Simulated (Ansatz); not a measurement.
Base system: BAs in the zinc blende structure (space group F-43m, No. 216).

```xyz
2
Lattice="0.0000 2.3661 2.3661 2.3661 0.0000 2.3661 2.3661 2.3661 0.0000" Properties=species:S:1:pos:R:3 pbc="T T T"
B      0.0000     0.0000     0.0000
As     1.1830     1.1830     1.1830
```

All numbers come from Ansatz (a program for electronic structure), LDA, PAW, cutoff 420 eV, no SOC.

One change was made to it. Results:

The band gap drops by 0.05 eV, from 1.11 eV to 1.06 eV; the smallest direct gap grows by 0.07 eV to 3.36 eV; the density goes up by 0.303 g/cm³, from 5.37 g/cm³ to 5.68 g/cm³; the shortest interatomic distance shrinks by 0.037 Å, from 2.049 Å to 2.012 Å.

Name the change that was made.
(A) pressure 4.5 GPa
(B) pressure 9 GPa
(C) pressure 22.5 GPa
(D) pressure −2 GPa

B, pressure 9 GPa. For comparison, the density in the other runs: pressure 4.5 GPa gives 5.53 g/cm³; pressure 22.5 GPa gives 6.06 g/cm³; pressure −2 GPa gives 5.30 g/cm³.

Load acts through the strain it causes; cell and atoms are relaxed under it. No phonon test of stability was made. No other phases were tried under pressure.
